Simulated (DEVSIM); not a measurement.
Device: Schottky contact on n-type β-Ga2O3, at 300 K.

Layer 1 from the left is β-Ga2O3, thickness (μm) 4.00, Nd (cm⁻³) 1.3e16, τn (s) 1.9e-8, τp (s) 1.9e-8.

Left contact: Schottky, work function 4.94 eV, emission velocity 2.5e6 cm/s. Right contact: ohmic. Voltage is applied to the left contact. Recombination: SRH at mid-gap. Mobility is μmin + (μ − μmin)/(1 + (N/Nref)^α).

This is a model device: material constants are rounded textbook-type values typed into the input, and sizes, dopings and lifetimes were drawn at random. Values at 300 K.

β-Ga2O3: gap (eV) 4.8, affinity (eV) 4, permittivity 10, Nc (cm⁻³) 3.7e18, Nv (cm⁻³) 5e20, μn (cm²/Vs) 160, μp (cm²/Vs) 1, μn,min 20, μp,min 0.1, Nref,n 1e18, Nref,p 1e18, αn 0.8, αp 0.8.

Model (solved in DEVSIM): 1D drift-diffusion, Boltzmann statistics, complete ionisation; no tunnelling, impact ionisation, image-force lowering or self-heating. Metal contacts follow the ideal Schottky-Mott rule: no Fermi-level pinning, no interface dipoles.

Dark forward current:

```
|V| (V)  |J| (A/cm²)
-------  -----------
0.05        1.107e-9
0.10        8.690e-9
0.15        6.064e-8
0.20        4.162e-7
0.25        2.846e-6
0.30        1.942e-5
0.35       0.0001322
0.40       0.0008970
0.45        0.006059
0.50         0.04061
0.55          0.2671
0.60           1.639
0.65           7.860
0.70           23.77
0.75           48.32
0.80           78.00
0.85           110.6
0.90           145.0
0.95           180.6
1.00           217.0
1.05           254.0
1.10           291.5
1.15           329.4
1.20           367.5
1.25           405.9
1.30           444.6
```

Work out the local ideality factor n = ΔV / (kT/q · ln(J2/J1)) between the rows 0.15 and 0.20 V, 1.25 and 1.30 V.

kT/q = 25.85 mV. From 0.15 to 0.20 V: ln(4.162e-7/6.064e-8) = 1.926, n = 1.00, near the 1 of diffusion or emission over a barrier. From 1.25 to 1.30 V: ln(444.6/405.9) = 0.091, n = 21.24; the layers' resistance at their doping, Σ W/(qμN) = 0.0012 Ω cm², would take 48 mV of this step of 50 mV.

Estimate the current at 0.35 V for emission alone, J0 = q v N_band exp(−φB/kT), and read the barrier back from the simulated current.

φB = 0.940 eV, N_band = 3.70e18 cm⁻³, J0 = 2.39e-10 A/cm²; J = J0 (exp(qV/kT) − 1) = 0.000181 A/cm². The simulation gives 0.000132 A/cm²; the estimate lies 37 % above. Read backwards, the simulated current gives an apparent barrier of 0.948 eV. The estimate leaves out transport through the depletion region and minority injection.
